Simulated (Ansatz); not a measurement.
Take Au in the fcc (Cu type) structure (space group Fm-3m, No. 225; a = 4.125 Å; relaxed with 0.1 eV smearing) as the base.

Structures relaxed with r2SCAN (Ansatz, a quantum-chemistry and plane-wave program, PAW, no SOC).

Base:

Simulated powder pattern, Cu Kα, λ = 1.54184 Å (kinematic, ideal powder, no thermal factors, no anomalous dispersion; the 10 strongest lines at most, above 2 %, up to 2θ = 90°):

| 2θ (°) | I/Imax (%) | hkl |
|---|---|---|
| 37.78 | 100 | (111) |
| 43.90 | 49 | (200) |
| 63.83 | 33 | (220) |
| 76.62 | 40 | (311) |
| 80.70 | 12 | (222) |

The change: the cell is scaled by 1.0300 in all directions; the atoms relax in the strained cell.

Task: Predict the new powder pattern.

Result: 
Simulated powder pattern, Cu Kα, λ = 1.54184 Å (kinematic, ideal powder, no thermal factors, no anomalous dispersion; the 10 strongest lines at most, above 2 %, up to 2θ = 90°):

```
2θ (°)  I/Imax (%)    hkl
------  ----------  -----
36.64          100  (111)
42.56           50  (200)
61.76           34  (220)
74.01           40  (311)
77.90           12  (222)
```

The indices refer to the base's conventional cell; one index is shown for lines that coincide.

Stability against distortions was not tested.
